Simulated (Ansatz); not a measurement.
# Effect of biaxial strain −2.50 %, plane normal [001], relaxed out of plane on Mo

Start from Mo in the bcc (W type) structure (space group Im-3m, No. 229; a = 3.130 Å; relaxed with 0.1 eV smearing). Axes: x, y, z lie along the cube axes.

Modification: biaxial strain −2.50 %, plane normal [001], relaxed out of plane (Cartesian); in-plane vectors clamped, the third vector and the atoms free.

Level of theory: DFT with PBEsol, PAW potentials and a 420 eV plane-wave cutoff in Ansatz (a first-principles code), scalar-relativistic without spin-orbit coupling. Γ-centred 29×29×29 mesh, Fermi–Dirac width 0.1 eV.

| quantity | base | changed | shift |
|---|---|---|---|
| space group | Im-3m (No. 229) | I4/mmm (No. 139) | – |
| energy relative to the base (free energy F) | 0 meV/atom | +34 meV/atom | +34 meV/atom |
| pressure (mean of the normal stresses, compression positive) | 0.0 GPa | 9.7 GPa | +9.7 GPa |
| band gap | zero | zero | – |
| out-of-plane strain | – | +1.93 % | – |
| ratio −ε⊥/ε∥ | – | 0.77 | – |
| mean in-plane stress (compression positive) | – | +14.5 GPa | – |

No phonon test of stability was made. The final runs are not spin-polarised.
